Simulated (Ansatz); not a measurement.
**Ansatz (a program for electronic structure) run on Lu2AlCo3 (R3m, 6 atoms in the cell): self-consistent single point**

Computed with LDA (PW92), default PAW files made with PBE (plane waves; Ansatz).

This input was run:

Ansatz 0.2 input:
```yaml
crystal:
  lattice:
    - [2.591084, 1.495964, 3.788058]
    - [-2.591084, 1.495964, 3.788058]
    - [0.000000, -2.991926, 3.788058]
  atoms:
    - { symbol: Lu, position: [0.375553, 0.375553, 0.375553] }
    - { symbol: Lu, position: [0.628847, 0.628847, 0.628847] }
    - { symbol: Al, position: [0.000000, 0.000000, 0.000000] }
    - { symbol: Co, position: [0.500000, 0.000000, 0.000000] }
    - { symbol: Co, position: [0.000000, 0.500000, 0.000000] }
    - { symbol: Co, position: [0.000000, 0.000000, 0.500000] }
basis:
  ecutwfc: 30.9 Ry
kpoints:
  mp_grid: { grid: [5, 5, 5] }
hamiltonian:
  xc: lda
  pseudopotentials: { kind: paw }
scf:
  occupations: { method: fermi_dirac, width: 0.0073 Ry }
output:
  forces: true
  eigenvalues: true
  stress: true
```

Log, with long lists cut:

```
WARN ansatz: RAYON_NUM_THREADS=1 ignored (pool sized by the plan → 1); use --threads N
Pseudopotentials: kind: paw
Pseudopotential: Lu, paw, valence charge 25
Pseudopotential: Al, paw, valence charge 3
Pseudopotential: Co, paw, valence charge 17
Crystal: 6 atoms, lattice volume = 88.099 Å³
Basis set: ecut = 420.4159175005146 eV, 1723 PW (Γ)
Bands: 63, of which v1, the nominal top of the filled ones, is band 52 counted from 1 (51 counted from 0)
Symmetry: 6 space group operations
Space group: R3m (ITA 160), of the structure as read, at distance tolerance 4.4e-5 Å
k-points: 19 of 125 (time reversal used)
PAW frozen core: Lu, regenerated for the run's functional, and the local potential with it
PAW frozen core: Al, regenerated for the run's functional, and the local potential with it
PAW frozen core: Co, regenerated for the run's functional, and the local potential with it
Initial density: superposition of atomic densities (neutral atoms: chi_scale 0, normalization atom), corrected by the library's trained network
Initial wavefunctions: pseudopotential atomic-orbital guess
Eigensolver: davidson
Functional: x = slater, c = lda
SCF iter   1: F=—  HF=-44689.817196 eV  |F-HF|=—  |Δ(HF+E_count)|=         —  Δρ=2.26e-2  dr2=2.75e-1  ethr=1.77e-3  ⟨swp⟩=6.7  Hψ=5361  notcnv=0  defer=2
all-band conjugate gradients solve this SCF's bands
preconditioner: auto → Kerker (q_TF=auto, 2.805 Å⁻¹)
SCF iter   2: F=—  HF=-44689.795513 eV  |F-HF|=—  |Δ(HF+E_count)|=   2.17e-2  Δρ=8.44e-3  dr2=3.84e-2  ethr=2.65e-4  ⟨swp⟩=2.1  Hψ=2517  notcnv=0  defer=12
SCF iter   3: F=—  HF=-44689.794683 eV  |F-HF|=—  |Δ(HF+E_count)|=   8.31e-4  Δρ=1.81e-3  dr2=3.31e-3  ethr=3.70e-5  ⟨swp⟩=2.2  Hψ=1988  notcnv=0  defer=12
SCF iter   4: F=—  HF=-44689.792925 eV  |F-HF|=—  |Δ(HF+E_count)|=   1.76e-3  Δρ=1.04e-3  dr2=7.93e-4  ethr=3.18e-6  ⟨swp⟩=3.1  Hψ=2385  notcnv=0  defer=12
SCF iter   5: F=—  HF=-44689.792674 eV  |F-HF|=—  |Δ(HF+E_count)|=   2.51e-4  Δρ=6.34e-4  dr2=2.81e-4  ethr=7.62e-7  ⟨swp⟩=2.1  Hψ=2189  notcnv=0  defer=12
SCF iter   6: F=—  HF=-44689.792640 eV  |F-HF|=—  |Δ(HF+E_count)|=   3.30e-5  Δρ=2.78e-4  dr2=4.98e-5  ethr=2.70e-7  ⟨swp⟩=2.0  Hψ=2067  notcnv=0  defer=12
SCF iter   7: F=—  HF=-44689.792635 eV  |F-HF|=—  |Δ(HF+E_count)|=   5.85e-6  Δρ=1.01e-4  dr2=4.18e-6  ethr=4.79e-8  ⟨swp⟩=2.5  Hψ=2126  notcnv=0  defer=12
SCF iter   8: F=—  HF=-44689.792633 eV  |F-HF|=—  |Δ(HF+E_count)|=   1.44e-6  Δρ=1.67e-5  dr2=1.48e-7  ethr=4.02e-9  ⟨swp⟩=2.3  Hψ=2262  notcnv=0  defer=12
SCF iter   9: F=—  HF=-44689.792633 eV  |F-HF|=—  |Δ(HF+E_count)|=   5.54e-8  Δρ=1.41e-5  dr2=1.24e-7  ethr=9.62e-11  ⟨swp⟩=12.1  Hψ=7861  notcnv=0
SCF iter  10: F=-44689.792633 eV  HF=-44689.792633 eV  |F-HF|=3.09e-8  |Δ(HF+E_count)|=   1.56e-7  Δρ=5.49e-6  dr2=2.01e-8  ethr=9.62e-11  ⟨swp⟩=4.1  Hψ=6264  notcnv=0
SCF 1 converged in 10 iterations: F = -44689.792633 eV  dr2 = 2.01e-8
SCF converged after 10 iterations
Free energy (F): -44689.792633 eV
Harris-Foulkes:  -44689.792633 eV  (|F-HF|=3.09e-8)
Internal energy: -44689.602220 eV  (E = F + TS)
E sigma→0 (E₀):  -44689.697426 eV
Entropy (-TS):   -0.190413 eV (-31.736 meV/atom)
Fermi energy:    17.037655 eV
--- Per-component energies (eV) ---
  E_band       = -550.919563
  E_kinetic    = 2246.824076
  E_local      = -22003.359919  (includes V_loc(G=0)·N_el)
  E_nonlocal   = 2565.028841
  E_hartree    = 9301.377282
  E_xc         = -951.841316
  E_vxc        = -1167.810629  (∫ρ·V_xc dr)
  E_paw        = -19078.810635  (= ΣΔE_a)
  E_vpaw       = -794.373870  (= ΣTr[D̂ρ^β])
  E_aug_tail   = 0.000145  (compensation charges beyond the density's cutoff)
  E_ewald      = -16774.768432
  E_core_change = 5.947738  (= ΣΔE_core)
  E_smearing   = -0.190413  (= −TS)
  E_closure    = 0.000000  (closes the sum)
  Σ components = -44689.792633   (vs F -44689.792633, Δ=0.00e0)
--- Forces (eV/Å), atoms counted from 1 ---
  atom   1  Lu     0.00000000    -0.00000002    -0.24978976
  atom   2  Lu    -0.00000000     0.00000001     0.10163798
  atom   3  Al     0.00000000    -0.00000000    -0.00253590
  atom   4  Co    -0.03572829    -0.02062773     0.05022546
  atom   5  Co     0.03572829    -0.02062773     0.05022546
  atom   6  Co     0.00000000     0.04125548     0.05022545
  max |Σ_I F_I| component: 1.13e-5 eV/Å
--- Stress (GPa, compression-positive) ---
       -6.051833       0.000000      -0.000000
        0.000000      -6.051833       0.000000
        0.000000       0.000000      -3.565912
  P = ⅓ Tr σ = -5.2232 GPa (-52.232 kbar)
  The stress holds the Pulay correction. Without it, at fixed plane waves, as pw.x and ABINIT print it: P = -5.3680 GPa
--- Band table (eV; the first three rows and the last of 19) ---
  k-point 0: bands = ["-76.5630", "-76.5460", "-76.5460", "-40.4136", "-40.3120", "-40.3120", "-40.2375", "-40.2375", "-40.2247", "-40.1938", "-40.1847", "-40.1847", "-38.3903", "-38.2824", "-9.4836", "-9.2724", "-9.2724", "-8.9490", "-8.9490", [...]
  k-point 1: bands = ["-76.5615", "-76.5474", "-76.5460", "-40.4030", "-40.3157", "-40.3072", "-40.2408", "-40.2365", "-40.2228", "-40.1990", "-40.1911", "-40.1856", "-38.3841", "-38.2881", "-9.4922", "-9.2873", "-9.2811", "-8.9471", "-8.9330", [...]
  k-point 2: bands = ["-76.5582", "-76.5507", "-76.5460", "-40.3802", "-40.3267", "-40.2984", "-40.2470", "-40.2328", "-40.2175", "-40.2109", "-40.2030", "-40.1862", "-38.3721", "-38.2993", "-9.5053", "-9.3088", "-9.3005", "-8.9398", "-8.9098", [...]
  k-point 18: bands = ["-76.5616", "-76.5474", "-76.5460", "-40.4032", "-40.3157", "-40.3071", "-40.2411", "-40.2366", "-40.2252", "-40.1989", "-40.1907", "-40.1854", "-38.3429", "-38.3272", "-9.5345", "-9.3617", "-9.3100", "-8.9285", "-8.8571", [...]
```

The run converged in 10 iterations.

The starting cell comes from a database of computed structures (which also holds hypothetical and non-ambient phases and stackings), without a prior relaxation at this level. Its lattice was rescaled by up to half a per cent. One atom was moved a little off its site on purpose. Spin-orbit coupling is off. Spin polarisation is off. With a pressure of about -5 GPa the cell is away from its equilibrium volume at this level. Ansatz's pressure includes its estimate of the finite-basis (Pulay) stress.
